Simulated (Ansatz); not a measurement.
## Converging the k-point mesh at a smearing width of 0.02 eV: InBi (R3m, 2 atoms in the cell)

```
InBi
1.0
    0.00000     3.39369     3.39369
    3.39369     0.00000     3.39369
    3.39369     3.39369     0.00000
In Bi
1 1
Direct
  0.00425   0.00425   0.00425
  0.25000   0.25000   0.25000
```

Computed with PBEsol, default PAW files made with PBE (plane waves; Ansatz, an electronic-structure program).

Base settings: basis.ecutwfc = 420 eV; kpoints.mp_grid.grid = 9 9 9; hamiltonian.xc = pbesol; hamiltonian.pseudopotentials = {kind: paw} (the program's default PAW files); scf.occupations.method = gaussian; scf.occupations.width = 0.1 eV.

In this ladder: scf.occupations.width = 0.02 eV.

Only quantities that move along the ladder and can be compared are tabulated.

The count of work is k-points × plane waves × bands × iterations; it is no time. Core times come from one kind of shared machine, to one figure; runs under 30 s give none.

The starting cell comes from a database of computed structures (which also holds hypothetical and non-ambient phases and stackings), without a prior relaxation at this level. Its lattice was rescaled by up to half a per cent. One atom was moved a little off its site on purpose. Ansatz's pressure includes its estimate of the finite-basis (Pulay) stress.

Steps (kpoints.mp_grid.grid): 3 3 3; 4 4 4; 5 5 5; 6 6 6; 8 8 8; 9 9 9; 11 11 11; 14 14 14; 16 16 16; 20 20 20.

Task: What is the coarsest kpoints.mp_grid.grid that holds the pressure within 0.1 GPa of the last step, with all finer ones?

Result: 6 6 6, at 0.035 of the last step's count of work; the step before is off by 0.17 GPa.

Task: What is the coarsest kpoints.mp_grid.grid that holds the free energy within 1 meV/atom of the last step, with all finer ones?

Result: 11 11 11, at 0.16 of the last step's count of work; the step before is off by 2.0 meV/atom.

Task: What is the coarsest kpoints.mp_grid.grid that holds the forces within 0.01 eV/Å of the last step, with all finer ones?

Result: 14 14 14, at 0.32 of the last step's count of work and about 0.3 of the last step's time; the step before is off by 0.020 eV/Å.

```tsv
kpoints.mp_grid.grid	free energy less the last step's (meV/atom)	pressure (GPa)	largest difference of a force vector from the last step's (eV/Å)	count of work / last	core time / last (rough)
3 3 3	232.86	0.46	0.089	0.0088	–
4 4 4	76.70	-0.50	0.018	0.017	–
5 5 5	32.55	-0.80	0.002	0.028	–
6 6 6	14.83	-0.89	0.014	0.035	–
8 8 8	3.84	-0.91	0.038	0.083	–
9 9 9	1.97	-0.94	0.021	0.093	–
11 11 11	0.23	-0.95	0.020	0.16	–
14 14 14	-0.20	-0.96	0.008	0.32	0.3
16 16 16	-0.14	-0.97	0.003	0.53	0.5
20 20 20	0.00	-0.97	0.000	1.0	1
```

Keys are those of Ansatz 0.2.
